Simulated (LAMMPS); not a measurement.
Pressure dependence of Au (fcc) at 800 K, from the crystal.

Level of theory: classical MD, pair style eam, the elements' _u3.eam files (universal-3 set of Foiles, Baskes and Daw) (LAMMPS).

| P (GPa) | state | volume | coordination number |
|---|---|---|---|
| 0 | crystal; no diffusion seen in 30 ps | 17.5415 ± 0.0005 Å³/atom | 12.1 (counted to 3.58 Å) |
| 2 | crystal; no diffusion seen in 30 ps | 17.2869 ± 0.0003 Å³/atom | 12.0 (counted to 3.54 Å) |
| 5 | crystal; no diffusion seen in 30 ps | 16.9484 ± 0.0003 Å³/atom | 12.0 (counted to 3.50 Å) |

Caution (rows 2; 5): a run this short can hold a crystal over, or a liquid under, the potential's own melting point, which these runs don't give.

Estimate the isothermal bulk modulus at zero pressure. A parabola P(ln V) through the three points gives −dP/d ln V = 130 GPa at zero pressure.

States go by the mean squared displacement: a species diffuses where it passes 1.5 Å², still rises and gives D over 1e-6 cm²/s; a crystal has left its structure where atoms lie 0.35 Å off their sites on average or a cubic box changes its shape by 3 %, or the axial ratios of another lie 8 % off the starting cell's, which the potential's own relaxation can also do.

The ± values are statistical; the model's systematic error is not in them.
